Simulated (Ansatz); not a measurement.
Li on the 1x1 (110) surface of bcc Ta, one in a 2x2 cell, energies for each (31.2 Å²). Energies are against an atom of bcc Li, without zero-point or thermal terms; each row is named by its start.

Method: PBE (plane waves to 420 eV, PAW; Ansatz, a program for electronic structure).

Set-up: 17 atoms, 6.8 Å thick at the start under the adsorbate (thin: gaps and levels are the slab's own); mesh 5x5x1; 0.1 eV smearing; dipole correction on; 8 atoms held, the rest relaxed; each run with such symmetry as its start has; no spin, no spin-orbit, no U, no dispersion correction.

A negative adsorption energy means that the adsorbate is more stable on the surface than in its reference. Starts that drift may end in the same place. Heights count from the host atoms within 0.3 Å of the top one.

| starting site | E_ads (eV) | height (Å) | nearest host atom (Å) | bonded to | Δ work function (eV) | lateral drift (Å) |
|---|---|---|---|---|---|---|
| top Ta | [?] | 2.53 | Ta 2.65 | Ta | [?] | 0.0 |
| hollow Ta-Ta-Ta | -0.70 | 2.40 | Ta 2.94 | 4 Ta | -2.23 | 0.6 |
| bridge Ta-Ta (span 2.9 Å) | [?] | 2.46 | Ta 2.88 | 2 Ta | -2.35 | 0.0 |
| bridge Ta-Ta (span 3.3 Å) | -0.70 | 2.39 | Ta 2.94 | 4 Ta | -2.22 | 0.0 |

Question: Complete the blanks.

Answer: 
- top Ta, E_ads (eV): -0.52
- top Ta, Δ work function (eV): -2.45
- bridge Ta-Ta (span 2.9 Å), E_ads (eV): -0.64
